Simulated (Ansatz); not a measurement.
SnPbO3 (Pm-3m, No. 221, 5 atoms in the cell; start mp-978952) was calculated with HSE06 (plane waves, PAW; Ansatz, a quantum-chemistry and plane-wave program).

Run with plane-wave cutoff 460 eV, 6×6×6 k mesh, Fermi–Dirac smearing 0.01 eV, scalar-relativistic PAW data made under PBE.

Cell (relaxed with PBEsol):

```yaml
crystal:
  lattice:
    - [4.07235, 0.00000, 0.00000]
    - [0.00000, 4.07235, 0.00000]
    - [0.00000, 0.00000, 4.07235]
  atoms:
    - { symbol: Sn, position: [0.50000, 0.50000, 0.50000] }
    - { symbol: Pb, position: [0.00000, 0.00000, 0.00000] }
    - { symbol: O, position: [0.50000, 0.50000, 0.00000] }
    - { symbol: O, position: [0.00000, 0.50000, 0.50000] }
    - { symbol: O, position: [0.50000, 0.00000, 0.50000] }
```

### Question
Predict the band gap, smallest direct gap on the k points sampled and Γ–Γ gap.

### Answer

* **band gap**: 3.17 eV (on the SCF k mesh)
* **smallest direct gap on the k points sampled**: 4.15 eV
* **Γ–Γ gap**: 4.39 eV

Note: cell and atoms aren't relaxed at this level (pressure -0.4 GPa).

Spin–orbit coupling is not included; with these elements it can move the gap by several tenths of an eV or more.

Computed values are for the static lattice.

It cost around 2.6 core-minutes (rough) of CPU time.

A start named mp-… is a Materials Project structure, which need not be a measured phase.
